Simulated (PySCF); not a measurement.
PySCF 2.14.0, unrestricted PBE/def2-svpd, df: [c]1c[nH]cn1, charge 0, multiplicity 2, 8 atoms. The geometry is a generated start, not checked to be a minimum at this level.

| Property | Value |
|---|---|
| task | energy |
| method | pbe |
| basis | def2-svpd |
| two-electron scheme | density fitting |
| mol.max_memory | 3000 MB |
| mf.max_cycle | 100 |
| mf.init_guess | minao (default) |
| mf.DIIS | CDIIS (default) |
| mf.conv_tol | 1e-09 (default) |
| mf.grids.level | 3 (default) |
| basis functions | 124 |
| grid points | 99584 |

```xyz
8

C      0.5926    -1.3739    -0.0477
C      1.1201    -0.1247     0.0105
N      0.0191     0.7086     0.0289
C     -1.0771    -0.0906    -0.0187
N     -0.7354    -1.3517    -0.0659
H      2.1245     0.2387     0.0396
H      0.0398     1.7165     0.0711
H     -2.0837     0.2771    -0.0179
```

Charge 0 and multiplicity 2 are set for this test and not shown to be the ground state.

One run each on 2 threads, 1 BLAS thread. Values of diis_space tried: 3, 5, 8 (default), 12, 20.

Problem. Which value of diis_space needs the fewest Fock builds, and what happens away from it?

Solution. Fewest Fock builds, within one of each other: 8 (default) with 15, 12 with 15, 20 with 15. The count rises to 54 at 3. All converge to one solution.

| diis_space | Fock builds | end |
|---|---|---|
| 3 | 54 | same solution |
| 5 | 17 | same solution |
| 8 (default) | 15 | same solution |
| 12 | 15 | same solution |
| 20 | 15 | same solution |
